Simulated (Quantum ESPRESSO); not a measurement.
How a calculation on CuAu (Pm, 2 atoms in the cell) responds to its settings

```xyz
2
Lattice="2.8507 0.0000 0.0000 0.0000 2.8507 0.0000 0.0000 0.0000 3.5816" Properties=species:S:1:pos:R:3 pbc="T T T"
Cu     1.4770     1.4253     1.7953
Au    -0.0516     0.0001    -0.0045
```

Base run A: PBEsol, GBRV 1.5 ultrasoft (PBESOL) pseudopotentials (Quantum ESPRESSO), self-consistent single point.

Its settings: ecutwfc = 50 Ry; ecutrho = 400 Ry; occupations = smearing; smearing = methfessel-paxton; degauss = 0.019992 Ry; potentials = {Cu: cu_pbesol_v1.2.uspp.F.UPF, Au: au_pbesol_v1.uspp.F.UPF}; K_POINTS = automatic 9 9 8 0 0 0; conv_thr = 1e-11 Ry; mixing_beta = 0.5.

The starting cell comes from a database of computed structures (which also holds hypothetical and non-ambient phases and stackings), without a prior relaxation at this level. Its atoms were displaced at random from the sites of space group no. 123. Spin polarisation is off. In the base run, with a pressure of about -4 GPa the cell is away from its equilibrium volume at this level.

Runs:
- B: pseudopotentials: {Cu: cu_pbesol_v1.2.uspp.F.UPF, Au: au_pbesol_v1.uspp.F.UPF} → {Cu: cu_pbe_v1.2.uspp.F.UPF, Au: au_pbe_v1.uspp.F.UPF}; input_dft: default → wc [Wu-Cohen GGA]
- C: pseudopotentials: {Cu: cu_pbesol_v1.2.uspp.F.UPF, Au: au_pbesol_v1.uspp.F.UPF} → {Cu: cu_pbe_v1.2.uspp.F.UPF, Au: au_pbe_v1.uspp.F.UPF}; input_dft: default → vdw-df [vdW-DF]
- D: pseudopotentials: {Cu: cu_pbesol_v1.2.uspp.F.UPF, Au: au_pbesol_v1.uspp.F.UPF} → {Cu: cu_pbe_v1.2.uspp.F.UPF, Au: au_pbe_v1.uspp.F.UPF}; input_dft: default → vdw-df2 [vdW-DF2]
- E: pseudopotentials: {Cu: cu_pbesol_v1.2.uspp.F.UPF, Au: au_pbesol_v1.uspp.F.UPF} → {Cu: cu_pbe_v1.2.uspp.F.UPF, Au: au_pbe_v1.uspp.F.UPF}; input_dft: default → vdw-df-cx [vdW-DF-cx]
- F: pseudopotentials: {Cu: cu_pbesol_v1.2.uspp.F.UPF, Au: au_pbesol_v1.uspp.F.UPF} → {Cu: cu_pbe_v1.2.uspp.F.UPF, Au: au_pbe_v1.uspp.F.UPF}; input_dft: default → vdw-df-obk8 [optB88-vdW]
- G: pseudopotentials: {Cu: cu_pbesol_v1.2.uspp.F.UPF, Au: au_pbesol_v1.uspp.F.UPF} → {Cu: cu_pbe_v1.2.uspp.F.UPF, Au: au_pbe_v1.uspp.F.UPF}; input_dft: default → vdw-df-ob86 [optB86b-vdW]
- H: pseudopotentials: {Cu: cu_pbesol_v1.2.uspp.F.UPF, Au: au_pbesol_v1.uspp.F.UPF} → {Cu: cu_pbe_v1.2.uspp.F.UPF, Au: au_pbe_v1.uspp.F.UPF}; input_dft: default → vdw-df2-b86r [rev-vdW-DF2]

```json
[
 {"run": "A", "pressure (GPa)": "-4.19", "largest force (eV/Å)": "0.385"},
 {"run": "B", "pressure (GPa)": "-2.96", "largest force (eV/Å)": "0.387"},
 {"run": "C", "pressure (GPa)": "12.09", "largest force (eV/Å)": "0.436"},
 {"run": "D", "pressure (GPa)": "20.36", "largest force (eV/Å)": "0.455"},
 {"run": "E", "pressure (GPa)": "-3.28", "largest force (eV/Å)": "0.396"},
 {"run": "F", "pressure (GPa)": "3.87", "largest force (eV/Å)": "0.401"},
 {"run": "G", "pressure (GPa)": "-0.33", "largest force (eV/Å)": "0.402"},
 {"run": "H", "pressure (GPa)": "0.49", "largest force (eV/Å)": "0.401"}
]
```

Run D against A: The pressure goes from -4.19 to 20.36 GPa and the largest force goes from 0.385 to 0.455 eV/Å.

Run F against A: The pressure goes from -4.19 to 3.87 GPa and the largest force goes from 0.385 to 0.401 eV/Å.

Left out of this page: 2 runs of the series held back from this collection.
